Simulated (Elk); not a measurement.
Band structure of WC (P-6m2, 2 atoms in the cell).

```xyz
2
Lattice="1.4550 -2.5201 0.0000 1.4550 2.5201 0.0000 0.0000 0.0000 2.8400" Properties=species:S:1:pos:R:3 pbc="T T T"
W      0.0000     0.0000     0.0000
C      1.4550     0.8400     1.4200
```

Level of theory: PBE, all-electron FP-LAPW, Elk's shipped species files, APW+lo basis with extra local orbitals (Elk).

Settings: xctype = 20; rgkmax = 7.5; stype = 0; swidth = 0.00999582 Ha; ngridk = 17 17 15; gmaxvr = 14 1/bohr; nxlo = 2; lorbcnd = true; rmtscf = 0.85; lmaxi = 2.

The starting cell has typed, rounded lattice constants, without a prior relaxation at this level. Spin-orbit coupling is off. Spin polarisation is off. Values depend on the basis (sphere radii, cutoffs, local orbitals), which need not be converged.

Levels in eV from the Fermi level, bands 13 to 20:
| point | 13 | 14 | 15 | 16 | 17 | 18 | 19 | 20 |
|---|---|---|---|---|---|---|---|---|
| Γ | -4.31 | -3.33 | -3.33 | 0.07 | 3.21 | 3.21 | 5.59 | 5.59 |
| M | -7.02 | -3.62 | -3.57 | -0.47 | 2.33 | 4.51 | 4.85 | 6.83 |
| K | -6.56 | -4.55 | -3.45 | 0.60 | 0.97 | 2.04 | 3.20 | 9.15 |
| A | -8.64 | -2.01 | -2.01 | -0.59 | -0.59 | 3.64 | 4.51 | 4.51 |
| L | -6.44 | -4.31 | -4.18 | 0.27 | 4.41 | 5.27 | 6.60 | 9.15 |
| H | -7.19 | -5.39 | -1.62 | -0.66 | 4.38 | 6.35 | 7.55 | 9.08 |

Bands cross the Fermi level along this path, so the cell is metallic at this level.
